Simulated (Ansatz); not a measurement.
# How far to go with shifted k-point meshes: Sr₂GaSi (Amm2, 4 atoms in the cell)

```
Sr2GaSi
1.0
    4.24356     0.00000     0.00000
    0.00000     2.36850     5.90912
    0.00000    -2.36850     5.90912
Sr Ga Si
2 1 1
Direct
  0.50000   0.64347   0.64347
  0.00000   0.35878   0.35878
  0.50000   0.93840   0.93840
  0.00000   0.06359   0.06359
```

Method of the run: LDA (PW92), default PAW files made with PBE (plane waves; Ansatz, a first-principles code).

Base settings: basis.ecutwfc = 420 eV; kpoints.mp_grid.grid = 8 8 8; hamiltonian.xc = lda; hamiltonian.pseudopotentials = {kind: paw} (the program's default PAW files); scf.occupations.method = gaussian; scf.occupations.width = 0.1 eV.

In this ladder: kpoints.mp_grid.shift = 0.5 0.5 0.5.

Only quantities that move along the ladder and can be compared are tabulated.

The count of work is k-points × plane waves × bands × iterations; it is no time. Core times come from one kind of shared machine, to one figure; runs under 30 s give none.

The starting cell comes from a database of computed structures (which also holds hypothetical and non-ambient phases and stackings), without a prior relaxation at this level. Its lattice was rescaled by up to half a per cent. One atom was moved a little off its site on purpose. In the base run, with a pressure of about -3 GPa the cell is away from its equilibrium volume at this level. Ansatz's pressure includes its estimate of the finite-basis (Pulay) stress.

Steps (kpoints.mp_grid.grid): 2 2 2; 3 3 3; 4 3 3; 5 5 5; 6 6 6; 8 7 7; 9 9 9; 11 11 11; 14 13 13; 19 18 18.

Task: What is the coarsest kpoints.mp_grid.grid that holds the pressure within 0.05 GPa of the last step, with all finer ones?

Result: 5 5 5, at 0.026 of the last step's count of work; the step before is off by 0.08 GPa.

Task: What is the coarsest kpoints.mp_grid.grid that holds the free energy within 5 meV/atom of the last step, with all finer ones?

Result: 6 6 6, at 0.040 of the last step's count of work; the step before is off by 6.7 meV/atom.

Task: What is the coarsest kpoints.mp_grid.grid that holds the forces within 0.01 eV/Å of the last step, with all finer ones?

Result: 6 6 6, at 0.040 of the last step's count of work; the step before is off by 0.016 eV/Å.

| kpoints.mp_grid.grid | free energy less the last step's (meV/atom) | pressure (GPa) | largest difference of a force vector from the last step's (eV/Å) | count of work / last | core time / last (rough) |
|---|---|---|---|---|---|
| 2 2 2 | -15.98 | -3.29 | 0.114 | 0.0022 | – |
| 3 3 3 | -32.47 | -3.21 | 0.097 | 0.0089 | – |
| 4 3 3 | -4.14 | -3.11 | 0.072 | 0.0078 | – |
| 5 5 5 | -6.71 | -3.22 | 0.016 | 0.026 | – |
| 6 6 6 | -2.24 | -3.19 | 0.007 | 0.040 | – |
| 8 7 7 | -0.53 | -3.20 | 0.006 | 0.071 | – |
| 9 9 9 | -0.27 | -3.18 | 0.005 | 0.14 | – |
| 11 11 11 | -0.22 | -3.19 | 0.003 | 0.24 | 0.3 |
| 14 13 13 | -0.03 | -3.19 | 0.001 | 0.38 | 0.4 |
| 19 18 18 | 0.00 | -3.19 | 0.000 | 1.0 | 1 |

Keys are those of Ansatz 0.2.
